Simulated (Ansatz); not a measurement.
The parent structure is CdSe in the zinc blende structure (space group F-43m, No. 216).

```cif
data_Cd4Se4
_chemical_formula_sum 'Se4 Cd4'
_space_group_name_H-M_alt 'F-43m'
_space_group_IT_number 216
_space_group_name_Hall 'F -4 2 3'
_cell_length_a 6.13332
_cell_length_b 6.13332
_cell_length_c 6.13332
_cell_angle_alpha 90.000
_cell_angle_beta 90.000
_cell_angle_gamma 90.000
loop_
_atom_site_label
_atom_site_type_symbol
_atom_site_symmetry_multiplicity
_atom_site_Wyckoff_symbol
_atom_site_fract_x
_atom_site_fract_y
_atom_site_fract_z
_atom_site_occupancy
Se1 Se 4 c 0.25000 0.25000 0.25000 1
Cd1 Cd 4 a 0.00000 0.00000 0.00000 1
```
(The calculation used a cell of 2 atoms; values per cell refer to that cell.)

Computed with Ansatz (a first-principles code), r2SCAN, PAW, cutoff 500 eV, no spin-orbit coupling, earlier PAW set.

For the base:

The band gap comes out as 1.03 eV. The density is 5.51 g/cm³ and the electron mass comes out as 0.093 mₑ (at Γ).

Modification: Te takes the place of Se on all its sites; the structure is relaxed again.

Q: Estimate the effect on the band gap, density and electron mass.

A: The band gap grows by 0.13 eV to 1.16 eV; the density increases by 0.14 g/cm³ (5.51 g/cm³ → 5.65 g/cm³); the electron mass changes from 0.093 mₑ (at Γ) to 0.089 mₑ (at Γ).

With Te present, leaving out spin-orbit coupling can change the band edges. Masses are band curvatures over ±0.01 Å⁻¹ around the edge. Whether these cells are dynamically stable was not tested.
